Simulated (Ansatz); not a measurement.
# Ta2H (C222, No. 21; cell taken from a computed entry)

The numbers are results of PBEsol (Ansatz, a program for electronic structure, PAW), not measurements.

Settings: plane-wave cutoff 500 eV, 14×14×8 k mesh (along the axes of the cell as run), Fermi–Dirac smearing 0.05 eV, scalar-relativistic PAW data made under PBE.

Cell: relaxed at this level.

volume per atom: 12.67 Å³/atom
band gap: zero (no gap)

Note: the relaxation could not lower the start's symmetry, so the cell can be a saddle point above a distorted one.

Spin–orbit coupling is not included.

Computed values are for the static lattice.
